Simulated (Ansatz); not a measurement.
Amorphous Si₃₆O₇₅H₆, 117 atoms at 2.08 g/cm³, one PBE-relaxed geometry, zone centre. Methods: PBE, scalar-relativistic without spin-orbit coupling (Ansatz, a program for electronic structure); r2SCAN, scalar-relativistic without spin-orbit coupling (Ansatz). Plane waves to 420 eV (r2SCAN 500 eV). At PBE the levels at the filled edge of the gap are localised (band-tail or defect states), and the nearest spread-out levels lie 5.5 eV apart at the zone centre. All rungs ran without spin polarisation.

A CHGNet melt-quench gave the starting glass, which DFT then relaxed. O atoms were pushed apart under 1.9 Å during the dynamics, to hinder bonds among them. The hot cell started wider than the set density and was brought back towards it in steps. It is the lowest in DFT energy of 4 quenches. It is a model cell: composition and starting density were chosen by hand, and all elements were melted together. No dispersion term was used. Its density started from a set value of 2.12 and ended at 2.08 g/cm³. Cooling (nominally 390 K/ps over its main leg) ran many orders faster than in experiment, which tends to leave more defects and strain. Values belong to this one cell and scatter from quench to quench. Volume and shape were free in the relaxation.

The relaxation ran on the zone centre alone. At PBE the level gap is 5.22 eV on a 2×2×2 Γ-centred mesh, and the spacing at the zone centre alone 5.22 eV.

Q: What zone-centre spacing does r2SCAN give, roughly?

A: 5.93 eV (+0.71 eV against PBE).

The highest filled and the lowest empty state spread over these numbers of atoms (participation numbers): PBE: 5.7 and 98.5; r2SCAN: 6.1 and 100.3.
